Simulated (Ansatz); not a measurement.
Be under a change: isotropic strain −0.50 %

The parent structure is Be in the hcp (Mg type) structure (space group P6_3/mmc, No. 194; a = 2.263 Å, c = 3.566 Å; relaxed with 0.1 eV smearing).

It is then changed as follows: an isotropic linear strain of −0.50 %; the atoms relax in the strained cell.

Method: PBE in Ansatz (plane waves to 420 eV, PAW, scalar-relativistic without spin-orbit coupling). Settings: 29×29×16 k-points, 0.1 eV Fermi–Dirac smearing.

```csv
quantity,base,changed,shift
volume per atom,7.91 Å³,7.79 Å³,-0.12 Å³
space group,P6_3/mmc (No. 194),P6_3/mmc (No. 194),–
energy relative to the base (free energy F),0 meV/atom,+0.7 meV/atom,+0.7 meV/atom
band gap,zero,zero,–
```

Cost of the whole job for the changed cell (relaxation, final SCF and bands): about 15 core-seconds (a rough figure).

No phonon test of stability was made.

Ansatz is an electronic-structure program.
